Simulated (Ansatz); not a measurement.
Results of HSE06 (Ansatz, a program for electronic structure, PAW) for cubic perovskite CsCdF3.

Settings: plane-wave cutoff 460 eV, 6×6×6 k mesh, Fermi–Dirac smearing 0.01 eV, scalar-relativistic PAW data made under PBE.

The cell is scaled about its equilibrium volume:

| V (Å³/atom) | P (GPa) | direct gap at Γ (eV) | smallest gap on the k mesh (eV) |
|---|---|---|---|
| 17.370 | 3.49 | 6.919 | 5.492 |
| 17.828 | 1.65 | 6.747 | 5.431 |
| 18.285 | 0.06 | 6.582 | 5.369 |
| 18.510 | -0.64 | 6.503 | 5.338 |
| 18.742 | -1.31 | 6.422 | 5.307 |
| 19.199 | -2.49 | 6.269 | 5.244 |

The fundamental gap (5.37 eV at the equilibrium volume, on the SCF mesh) lies elsewhere than Γ–Γ.

Note: the relaxation could not lower the start's symmetry, so the cell can be a saddle point above a distorted one.

Spin–orbit coupling is not included.
